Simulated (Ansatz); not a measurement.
**Evanescent states of Bi$_{2}$Te$_{3}$ (R-3m, 5 atoms a cell, 33.7 Å³ an atom, 2 GPa at this level) along the normal of (101)**

All values below come from r2SCAN (plane waves, PAW; Ansatz, an electronic-structure program).

The gap is the functional's own, uncorrected, and κ follows it; spin-orbit coupling is left out. Mid-gap means the computed energy nearest the middle.

Energies count from the valence-band top; κ is the least over a 8×4 mesh across the current.

```csv
E (eV),κ (1/Å),where
0.03,0.018,Γ
0.07,0.029,Γ
0.12,?,Γ
0.17,?,Γ
0.23,?,Γ
0.28,?,Γ
0.33,?,Γ
0.38,?,Γ
0.42,0.034,Γ
0.47,0.016,Γ
```

### Question
What belongs in the gaps?

### Answer

- 0.12, κ (1/Å): 0.036
- 0.17, κ (1/Å): 0.040
- 0.23, κ (1/Å): 0.043
- 0.28, κ (1/Å): 0.044
- 0.33, κ (1/Å): 0.043
- 0.38, κ (1/Å): 0.041
